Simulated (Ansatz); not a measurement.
CsCl-type HfOs

Computed with PBEsol in Ansatz (PAW).

Settings: plane-wave cutoff 500 eV, 18×18×18 k mesh, Fermi–Dirac smearing 0.1 eV, no spin polarisation, scalar-relativistic PAW data made under PBE.

Cell (relaxed at this level):

```xyz
2
Lattice="3.2240 0.0000 0.0000 0.0000 3.2240 0.0000 0.0000 0.0000 3.2240" Properties=species:S:1:pos:R:3 pbc="T T T"
Os     1.6120     1.6120     1.6120
Hf     0.0000     0.0000     0.0000
```

```yaml
band_gap: none
```

Spin–orbit coupling is not included.

Static lattice: no zero-point or thermal effects.

Cost on a shared machine: about 80 core-seconds (a rough figure).

Ansatz is a quantum-chemistry and plane-wave program.
